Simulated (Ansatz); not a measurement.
Results of G0W0@PBEsol (plane waves, hard PAW, contour deformation; Ansatz, a program for electronic structure) for NaCaH₃ (model structure, started from the KMgH3 type, Pm-3m, No. 221, 5 atoms in the cell).

The cell is the one relaxed with PBEsol. Conventional cell: a = 4.3146 Å, b = 4.3146 Å, c = 4.3146 Å, α = 90.00°, β = 90.00°, γ = 90.00°.

One run with a 8×8×8 mesh, response cutoff 100 eV and 335 empty bands, not extrapolated in mesh or basis; no spin–orbit coupling.

Highest filled and lowest empty level by k point (fractions of the reciprocal vectors of the cell (4.315 -0.000 0.000) (-0.000 4.315 0.000) (-0.000 0.000 4.315) Å; eV from the valence maximum of each method):

```csv
k,PBEsol filled,PBEsol empty,QP filled,QP empty
0 0 0,-0.50,6.72,-0.35,8.64
0 0 -0.5,-0.31,5.39,-0.14,7.24
0 0.25 0.25,-0.42,3.96,-0.28,6.13
0 -0.5 -0.5,-0.43,2.35,[?],[?]
0.125 0.125 -0.5,-0.27,4.28,-0.12,6.43
0.125 0.375 -0.5,-0.29,2.74,-0.23,4.84
0.125 -0.5 -0.5,-0.38,2.45,[?],[?]
0.25 0.375 -0.5,-0.17,2.99,-0.11,5.12
```

Problem. Estimate the withheld levels to about 0.1 eV.

Solution. 
- 0 -0.5 -0.5, QP filled: -0.41
- 0 -0.5 -0.5, QP empty: 4.44
- 0.125 -0.5 -0.5, QP filled: -0.36
- 0.125 -0.5 -0.5, QP empty: 4.55

Note: the relaxation could raise the start's symmetry but not lower it, so the cell can be a saddle point.

A model structure was made by putting elements into a prototype or built by hand; it is no filed structure, need not be a known phase, and can be a saddle point held by its symmetry.
